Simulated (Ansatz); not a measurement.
Results of PBE (Ansatz, an electronic-structure program, PAW) for hexagonal WC.

Run with plane-wave cutoff 520 eV, 24×24×22 k mesh (along the axes of the cell as run), Fermi–Dirac smearing 0.054 eV (set by the program), no spin polarisation, scalar-relativistic PAW data made under PBE.

Cell (measured lattice):

```yaml
crystal:
  lattice:
    - [2.90650, 0.00000, 0.00000]
    - [-1.45325, 2.51710, 0.00000]
    - [0.00000, 0.00000, 2.83660]
  atoms:
    - { symbol: W, position: [0.00000, 0.00000, 0.00000] }
    - { symbol: C, position: [0.66667, 0.33333, 0.50000] }
```

Question: What does this level give for the elastic constant C44, elastic constant C33, elastic constant C11, Voigt–Reuss–Hill bulk modulus, Young modulus, elastic constant C12, elastic constant C13 and elastic constant C66?

Answer: 
- elastic constant C44: 314 GPa
- elastic constant C33: 979 GPa
- elastic constant C11: 737 GPa
- Voigt–Reuss–Hill bulk modulus: 408 GPa
- Young modulus: 711 GPa
- elastic constant C12: 244 GPa
- elastic constant C13: 187 GPa
- elastic constant C66: 246 GPa

Note: the cell isn't this level's own, so it is under some stress, which shifts stiffness and frequencies.

Elastic constants are with the ions relaxed.

Spin–orbit coupling is not included.

The computed numbers hold no vibrational or temperature effects.

It cost around 70 core-minutes (rough) of CPU time.
